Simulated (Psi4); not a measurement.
Psi4 1.11, PBE0/def2-svp, scf_type pk: Bi(I)3 ([I][Bi]([I])[I]), 4 atoms. The geometry is a generated start, not checked to be a minimum at this level.

```json
{
 "task": "energy",
 "method": "pbe0",
 "basis": "def2-svp",
 "memory": "7 GB",
 "e_convergence": "1e-08",
 "d_convergence": "1e-07",
 "guess": "auto, which took SAD (default)",
 "diis_max_vecs": "10 (default)",
 "scf_initial_accelerator": "adiis (default)",
 "dft_radial_points": "75 (default)",
 "dft_spherical_points": "302 (default)",
 "effective_core_potentials": "those of the basis set, past Kr",
 "basis_functions": "104",
 "grid_points": "80799"
}
```

```xyz
4

Bi     0.0032     0.0020     1.0507
I      0.4032    -2.3704    -0.3519
I      1.8492     1.5315    -0.3635
I     -2.2556     0.8370    -0.3353
```
Charge 0, spin multiplicity 1.

The reference run uses exact four-centre integrals (scf_type = pk). One run each, on a shared machine, so no times are given.

Settings tried, all else as in the reference:
- scf_type = direct, screening = density, ints_tolerance = 1e-07
- scf_type = direct, screening = csam (default), ints_tolerance = 1e-09
- scf_type = direct, screening = csam (default), ints_tolerance = 1e-07
- scf_type = direct, screening = density, ints_tolerance = 1e-05
- scf_type = direct, screening = density, ints_tolerance = 1e-09
- scf_type = direct, screening = csam (default), ints_tolerance = 1e-05

Question: Sort the settings: which keep to the reference within 1.0 meV/atom in energy, and which don't?

Answer: Within it: scf_type = direct, screening = csam (default), ints_tolerance = 1e-09; scf_type = direct, screening = density, ints_tolerance = 1e-09; scf_type = direct, screening = density, ints_tolerance = 1e-07; scf_type = direct, screening = csam (default), ints_tolerance = 1e-07; scf_type = direct, screening = density, ints_tolerance = 1e-05. Outside: scf_type = direct, screening = csam (default), ints_tolerance = 1e-05.

```tsv
setting	energy against the reference
scf_type = direct, screening = csam (default), ints_tolerance = 1e-09	under 0.001 meV/atom
scf_type = direct, screening = density, ints_tolerance = 1e-09	under 0.001 meV/atom
scf_type = direct, screening = density, ints_tolerance = 1e-07	−0.0013 meV/atom
scf_type = direct, screening = csam (default), ints_tolerance = 1e-07	−0.028 meV/atom
scf_type = direct, screening = density, ints_tolerance = 1e-05	−0.73 meV/atom
scf_type = direct, screening = csam (default), ints_tolerance = 1e-05	−1.9 meV/atom
```

Total energies are compared; such shifts often cancel in part in energy differences. The tolerance is a choice made for this comparison.
